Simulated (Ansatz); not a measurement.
L1₂ (Cu3Au-type) Pt3Ti, treated with r²SCAN+rVV10 in Ansatz (plane waves, PAW).

Run with plane-wave cutoff 560 eV, 14×14×14 k mesh, Fermi–Dirac smearing 0.05 eV, no spin polarisation, scalar-relativistic PAW data made under PBE.

Computed at the level's own relaxed cell.

### Question
Estimate the equilibrium volume per atom, bulk modulus, lattice parameter a and pressure derivative B′ of the bulk modulus that the calculation returns.

### Answer

- equilibrium volume per atom: 14.92 Å³/atom
- bulk modulus: 267 GPa
- lattice parameter a: 3.908 Å
- pressure derivative B′ of the bulk modulus: 5.0

The run finds no gap.

Measured, for comparison: equilibrium volume per atom 15.01 Å³/atom, lattice constant a 3.916 Å (temperature not stated, no zero-point or thermal correction; as tabulated in Molecular Dynamics Simulations of PtTi High-Temperature Shape Memory Alloys …). Computed (rounded) less measured: equilibrium volume per atom -0.6 %, lattice constant a -0.2 %. A static lattice is as a rule a little smaller and stiffer than an uncorrected measurement, which narrows the difference in the equilibrium volume per atom and would widen misses of the other sign.

Spin–orbit coupling is not included.

Cost on a shared machine: very roughly 5 core-minutes.

Ansatz is a quantum-chemistry and plane-wave program.
